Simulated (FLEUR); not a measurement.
Worked example: self-consistent single point of CsH (Pm-3m, 2 atoms in the cell) in FLEUR.

Method of the run: FLEUR with LDA (Perdew-Zunger), all-electron FLAPW (FLEUR), scalar-relativistic valence.

The change in words: lattice scaled by 0.98. Reference geometry:
```xyz
2
Lattice="3.8146 0.0000 0.0000 0.0000 3.8146 0.0000 0.0000 0.0000 3.8146" Properties=species:S:1:pos:R:3 pbc="T T T"
Cs     0.0000     0.0000     0.0000
H      1.9073     1.9073     1.9073
```

Reference input (self-consistent single point, DFT, LDA (Perdew-Zunger), all-electron FLAPW (FLEUR), scalar-relativistic valence): Kmax = 3.8 1/bohr; GmaxXC = 15.2 1/bohr; xcFunctional = pz; jspins = 1; l_soc = F; mode = hist; fermiSmearingEnergy = 0.0001 Htr; mesh (inpgen div1-3) = 7 7 7; inpgen gamma flag = false; Gmax = 15.2 1/bohr; numbands = 0; maxIterBroyd = 15. This run's input differs from it in these lines:

```diff
@@ -3,5 +3,5 @@
 &input film=f /
-7.2085341572 0.0000000000 0.0000000000
-0.0000000000 7.2085341572 0.0000000000
-0.0000000000 0.0000000000 7.2085341572
+7.0643631717 0.0000000000 0.0000000000
+0.0000000000 7.0643631717 0.0000000000
+0.0000000000 0.0000000000 7.0643631717
 1.0
@@ -44,5 +44,5 @@
          <bravaisMatrix>
-            <row-1>    7.2085341571999999     0.0000000000000000     0.0000000000000000</row-1>
-            <row-2>    0.0000000000000000     7.2085341571999999     0.0000000000000000</row-2>
-            <row-3>    0.0000000000000000     0.0000000000000000     7.2085341571999999</row-3>
+            <row-1>    7.0643631717000002     0.0000000000000000     0.0000000000000000</row-1>
+            <row-2>    0.0000000000000000     7.0643631717000002     0.0000000000000000</row-2>
+            <row-3>    0.0000000000000000     0.0000000000000000     7.0643631717000002</row-3>
          </bravaisMatrix>
```

Output (repeated stretches shortened):

```
 Iteration:     1   Distance:       7.23157574 me/bohr^3
 Iteration:     2   Distance:       6.57637116 me/bohr^3
 Iteration:     3   Distance:       1.36049396 me/bohr^3
 Iteration:     4   Distance:       1.48008454 me/bohr^3
 Iteration:     5   Distance:       0.51140307 me/bohr^3
   [... 5 lines left out ...]
 Iteration:    11   Distance:       0.00094641 me/bohr^3
 Iteration:    12   Distance:       0.00022851 me/bohr^3
 Iteration:    13   Distance:       0.00001736 me/bohr^3
 Iteration:    14   Distance:       0.00000676 me/bohr^3
 Run finished successfully
 Stop message:
   Structural relaxation: Done

[file out, last iteration]
             iter=     15
[...]
          total density-effective poten   -1.3063722926E+04
          total charge density-energy d   -1.8694077421E+02
 Updated energy parameters for spin:           1
[...]
 fermi energy and band-weighting factors:
    0.541269

[...]
FERMIE:
          first approx. to ef    (T=0)  :   0.158340 htr   (energy of the highest occ. eigenvalue)
          number of occ. states  (T=0)  :        100
          first approx. to seigv (T=0)  :  -1.805825 htr
          sum of weights of occ. states :   5.000000
          sum of semicore charge        :   0.000000 e
FERHIS:  Fermi-Energy by histogram:
          bandgap                     :   0.108090 htr
   [... lines left out ...]
          charge neutrality (T=0)     :   0.000000    (zero if the highest occ. eigenvalue is "entirely" occupied)
 Direct bandgap for spin            1 :   0.10809023891913530       Htr
 ---->    free energy=                     -7784.7872095843 htr
   [... lines left out ...]
      extrapolation for T->0
 ---->    total electron energy=           -7784.7872095843 htr
 ***** TOTAL FORCES ON ATOMS *****
 TOTAL FORCE FOR ATOM TYPE=  1  X=  0.000   Y=  0.000   Z=  0.000
                       FX_TOT= 0.000000 FY_TOT= 0.000000 FZ_TOT= 0.000000
 TOTAL FORCE FOR ATOM TYPE=  2  X=  3.532   Y=  3.532   Z=  3.532
                       FX_TOT= 0.000000 FY_TOT= 0.000000 FZ_TOT= 0.000000
 Structural relaxation: Done
```

The run converged in 14 iterations. FLEUR gives forces in its relaxation mode, with a further iteration, so its stop message speaks of a relaxation. Against the reference run the free energy drops by 15.2 meV/atom and the gap on the mesh goes from 2.759 to 2.941 eV.

The starting cell comes from a database of computed structures (which also holds hypothetical and non-ambient phases and stackings), without a prior relaxation at this level. Its lattice was rescaled by a random factor within 2.5 % of one. For this run, on top of that: lattice scaled by 0.98. Values depend on the basis (sphere radii, cutoffs, local orbitals), which need not be converged.
